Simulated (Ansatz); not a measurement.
Functionals compared on a constructed model of the (111)A surface of zinc-blende GaAs (in the relaxation like top atoms buckled by 1.1 Å), Ga-terminated, Ga trimer, 2x2 (bottom of the slab: 3 H on 4 bottom sites), in Ansatz (plane waves, PAW). The structure was relaxed with PBE; the other rows are single points on it. Cutoff 420 eV (500 eV for r2SCAN).

Set-up: 38 atoms, 14.7 Å thick at the start with caps and adatoms; mesh 3x3x1; 0.025 eV smearing; dipole correction on; 8 atoms held, the rest relaxed; symmetry of the start imposed; no spin, no spin-orbit, no U. It is one candidate, not shown to be the stable structure of the face. These notes are the PBE run's.

```json
[
 {"functional": "PBE", "gap of the slab on its k-mesh (eV)": "0.44", "highest filled level below the top vacuum level (eV)": "4.49", "rough cost of the single point": "–"},
 {"functional": "r2SCAN", "gap of the slab on its k-mesh (eV)": "…", "highest filled level below the top vacuum level (eV)": "…", "rough cost of the single point": "roughly 6 core-minutes"}
]
```

Question: Complete the blanks.

Answer: 
- r2SCAN, gap of the slab on its k-mesh (eV): 0.62
- r2SCAN, highest filled level below the top vacuum level (eV): 4.74

Ansatz is a program for electronic structure.
